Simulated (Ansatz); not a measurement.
Results of r²SCAN in Ansatz (PAW) for BiBr3 (C2/m, No. 12).

Run with plane-wave cutoff 500 eV, 8×8×6 k mesh (along the axes of the cell as run), Fermi–Dirac smearing 0.05 eV, scalar-relativistic PAW data made under PBE.

Computed at the level's own relaxed cell.

Question: Estimate the volume per atom and band gap that the calculation returns.

Answer: 
volume per atom: 38.14 Å³/atom
band gap: 3.17 eV (on the SCF k mesh)

Note: the cell comes from a level without a dispersion term, which matters for the spacing of layers, chains or molecules; the relaxation could not lower the start's symmetry, so the cell can be a saddle point above a distorted one; the cell has widely spaced layers and the level no dispersion term, so their spacing and the moduli can rest on weak binding.

Spin–orbit coupling is not included; with these elements it can move the gap by several tenths of an eV or more.

Static lattice: no zero-point or thermal effects.

Cost on a shared machine: about 8 core-minutes (a rough figure).

Ansatz is a first-principles code.
